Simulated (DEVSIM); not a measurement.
Device: Au/SiO2/p-Si capacitor, at 300 K.

```csv
layer (left to right),material,thickness (nm),Na (cm⁻³)
1,SiO2,11.0,-
2,Si,17000,1.2e15
```

Metal gate on the left, work function 5.1 eV. Fixed charge at the semiconductor interface 0 cm⁻² (in units of +e); no interface traps.

This is a model device: material constants are rounded textbook-type values typed into the input, and sizes, dopings and lifetimes were drawn at random. Values at 300 K.

| parameter | SiO2 | Si |
|---|---|---|
| gap (eV) | 9 | 1.124 |
| affinity (eV) | 0.9 | 4.05 |
| permittivity | 3.9 | 11.7 |
| Nc (cm⁻³) | - | 2.86e19 |
| Nv (cm⁻³) | - | 3.1e19 |

Simulated with DEVSIM: 1D Poisson equation in equilibrium, Boltzmann statistics, complete ionisation; no quantum confinement or tunnelling. Metal contacts follow the ideal Schottky-Mott rule: no Fermi-level pinning, no interface dipoles.

Task: Tabulate band edges, carrier densities and field at -1.4 V on the gate.

Result: Energies count from the Fermi level of the right contact; mesh points crowd at the junctions.

```tsv
x (μm)	Ec (eV)	Ev (eV)	n (cm⁻³)	p (cm⁻³)	field (V/cm)
0.000	5.600	-3.400	< 1e2	< 1e2	-1200000
0.001641	5.401	-3.599	< 1e2	< 1e2	-1200000
0.005098	4.980	-4.020	< 1e2	< 1e2	-1200000
0.008892	4.519	-4.481	< 1e2	< 1e2	-1200000
0.01112	1.108	-0.016	< 1e2	1.7e19	-370000
0.01316	1.062	-0.062	< 1e2	2.8e18	-150000
0.01841	1.014	-0.110	260	4.5e17	-59000
0.04092	0.950	-0.174	3200	3.6e16	-16000
0.09013	0.906	-0.218	17000	6.7e15	-5200
0.2173	0.874	-0.250	60000	1.9e15	-1100
0.5457	0.862	-0.262	94000	1.2e15	-60
1.888	0.861	-0.263	97000	1.2e15	≈ 0
4.862	0.861	-0.263	97000	1.2e15	≈ 0
11.16	0.861	-0.263	97000	1.2e15	≈ 0
15.34	0.861	-0.263	97000	1.2e15	≈ 0
16.37	0.861	-0.263	97000	1.2e15	≈ 0
16.76	0.861	-0.263	97000	1.2e15	≈ 0
16.91	0.861	-0.263	97000	1.2e15	≈ 0
16.98	0.861	-0.263	97000	1.2e15	≈ 0
17.00	0.861	-0.263	97000	1.2e15	≈ 0
17.01	0.861	-0.263	97000	1.2e15	≈ 0
17.01	0.861	-0.263	97000	1.2e15	≈ 0
```
